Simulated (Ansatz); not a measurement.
The starting structures come from a database of crystals and need not be the phases stable at ambient conditions.

 Where the default PAW files enter, the runs use the earlier of Ansatz's two default sets.

The decay constant κ of evanescent states in the gap governs leakage through a thin film.

Here is the system:

```yaml
crystal:
  lattice:
    - [4.03934, 0.00000, 0.00000]
    - [-0.00336, 5.71131, 0.00000]
    - [-0.00168, 2.85565, 2.85684]
  atoms:
    - { symbol: Sc, position: [0.00000, 0.00000, 0.00000] }
    - { symbol: F, position: [0.99807, 0.50000, 0.50193] }
    - { symbol: F, position: [0.50000, 0.00193, 0.99614] }
    - { symbol: F, position: [0.00193, 0.99807, 0.50193] }
```

Space group of this cell: R32. The cell is taken as given.

Transport runs along the normal of the first two printed cell vectors, the (110) plane of the conventional cell.

No gap correction and no spin-orbit coupling; mid-gap values are interpolated between computed energies.

Problem. Give the band gap and the smallest decay constant κ at mid-gap that Ansatz (a program for electronic structure) with r2SCAN yields.

Solution. Gap 6.95 eV on a 10×10×10 mesh; κ = 0.578 1/Å, at the zone centre.
